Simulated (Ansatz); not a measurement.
The parent structure is AlRu in the CsCl type structure (space group Pm-3m, No. 221; a = 2.983 Å; relaxed with 0.1 eV smearing). Axes: x, y, z lie along the cube axes.

Calculations: plane-wave PAW DFT at the r2SCAN level (Ansatz, a quantum-chemistry and plane-wave program, 500 eV), no SOC.

Before the change:

| Quantity | Result |
|---|---|
| Pressure | 0.0 GPa |
| Shortest interatomic distance | 2.583 Å |

Modification: uniaxial strain ε_yy = +0.62 %, all other strain components held at zero, atoms relaxed at fixed cell.

**Question.** How does this affect the energy relative to the base?

**Answer.** The energy rises by 0.5 meV/atom.

**Question.** Estimate the effect on the pressure.

**Answer.** The pressure (mean of the normal stresses, compression positive) goes from zero to -1.3 GPa.

**Question.** Predict the new shortest interatomic distance.

**Answer.** The shortest interatomic distance increases by 0.0053 Å (2.583 Å → 2.589 Å).

Stability against distortions was not tested. The final runs are not spin-polarised.
